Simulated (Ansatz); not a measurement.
## A computed series for MoS2: pressure series

Base system: MoS$_{2}$ in the 2H-MoS2 type structure (space group P6_3/mmc, No. 194; a = 3.149 Å, c = 12.090 Å; layered, stacked along the Cartesian z axis).

Cell and atoms are relaxed at each pressure.

The values are results of PBE-D3(BJ) (Ansatz, an electronic-structure program), without spin-orbit coupling, not measurements.

```tsv
variant	lattice parameter a	band gap
base	3.149 Å	0.78 eV
pressure −2 GPa	3.170 Å	1.04 eV
pressure −1 GPa	3.159 Å	0.87 eV
pressure 3 GPa	3.123 Å	0.57 eV
pressure 7 GPa	3.093 Å	0.38 eV
pressure 15 GPa	3.042 Å	0.10 eV
pressure 30 GPa	2.964 Å	zero
pressure 50 GPa	2.880 Å	zero
pressure 75 GPa	2.797 Å	zero
pressure 100 GPa	2.730 Å	zero
```

The mesh was chosen for an insulator and is coarse for the gapless case. Load acts through the strain it causes; cell and atoms are relaxed under it. Stability against distortions was not tested. Competing high-pressure phases were not computed. The final runs are not spin-polarised. The zero or small gap of MoS2 under pressure 15 GPa and MoS2 under pressure 30 GPa can change with the level of theory.
